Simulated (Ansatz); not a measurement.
An Ansatz (a first-principles code) input (Ansatz PBE-D3(BJ), scalar-relativistic without spin-orbit coupling):

Ansatz 0.2 input:
```yaml
crystal:
  lattice:
    - [3.7350819352, 0, 0]
    - [1.8675409676, 3.2346758411, 0]
    - [0, 0, 30.2606038741]
  atoms:
    - { symbol: Se, position: [0.6666666667, 0.6666666667, 0.2478470037] }
    - { symbol: Zr, position: [0, 0, 0.3006802181] }
    - { symbol: Se, position: [0.3333333333, 0.3333333333, 0.3535134326] }
    - { symbol: Se, position: [0.6666666667, 0.6666666667, 0.4471667856] }
    - { symbol: Zr, position: [0, 0, 0.5] }
    - { symbol: Se, position: [0.3333333333, 0.3333333333, 0.5528332144] }
    - { symbol: Se, position: [0.6666666667, 0.6666666667, 0.6464865674] }
    - { symbol: Zr, position: [0, 0, 0.6993197819] }
    - { symbol: Se, position: [0.3333333333, 0.3333333333, 0.7521529963] }
basis: { ecutwfc: 420, ecutrho_ratio: 4, xc_grid: 2, fft_grid_basis: typed }
kpoints: { mp_grid: { grid: [14, 14, 1] } }
hamiltonian:
  xc: pbe
  dispersion: d3bj
  pseudopotentials: { kind: paw }
scf: { occupations: { method: fermi_dirac, width: 0.05 } }
relax: { f_tol: 0.01, max_steps: 60, cell: { stress_tol: 0.02, fix: [c, alpha, beta] } }
output: { forces: true, stress: true }
checkpoint: { write: state.ck, write_every: 1000 }
```

**Question.** Which symmetry and how many k-points will the program report, and about how many plane waves at Γ?

**Answer.** Space group P-3m1 (ITA 164) with 12 operations, k-points 24 of 196, and 7169 plane waves at Γ.

Stability against distortions was not tested. The cell was made from ZrSe2 in the CdI2 type structure (space group P-3m1, No. 164; layered, stacked along the Cartesian z axis) by this change: a free-standing slab of 3 layers (9 atoms, 3 a layer) is cut normal to the stacking axis, with 15 Å of vacuum and the in-plane cell relaxed.
